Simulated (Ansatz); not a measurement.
The reference is ZrOs in the CsCl type structure (space group Pm-3m, No. 221; a = 3.2469 Å; relaxed with 0.1 eV smearing). Axes: x, y, z lie along the cube axes.

Calculations: PBEsol/PAW in Ansatz (a first-principles code), spin-orbit coupling left out.

Before the change:

| Quantity | Value |
|---|---|
| Pressure | 0.0 GPa |

Modification: compressive biaxial strain of 0.97 % in the plane normal to [111], as in epitaxy on a mismatched substrate; the out-of-plane cell vector and the atoms relax.

### Question
Estimate the effect on the pressure, ratio −ε⊥/ε∥ and energy relative to the base.

### Answer
The pressure (mean of the normal stresses, compression positive) goes from zero to 2.4 GPa; the ratio −ε⊥/ε∥ amounts to 0.95; the energy goes up by 3.7 meV/atom.

Whether these cells are dynamically stable was not tested. The final runs are not spin-polarised.
